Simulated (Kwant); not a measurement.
Device: wire with a side stub in a In0.53Ga0.47As two-dimensional gas. Effective mass 0.041 mₑ, grid spacing 3 nm, hard walls, nominal width 60 nm (19 grid rows, so walls 60 nm apart), one parabolic valley, scattering region 180 nm long along x; energies count from the band bottom; Fermi energy swept from 0.0020381 to 0.024202 eV. Closed stub on one side, 54 nm wide and 97 nm deep.

Constants are typed, rounded textbook-type inputs, not results; the design itself was drawn at random and stands for no fabricated device.

Computed with Kwant: effective-mass tight-binding model on a square grid, one spin, coherent transport at 0 K. Conductance is in e²/h.

Problem. How many channels do the leads carry at E = 8.37, 18.4, 19.5 meV?

Solution. The hard-wall thresholds are n² ħ²π²/(2mW²) = n² × 2.55 meV with W = 60 nm. √(8.37/2.55) = 1.81, so 1. √(18.4/2.55) = 2.69, so 2. √(19.5/2.55) = 2.77, so 2.
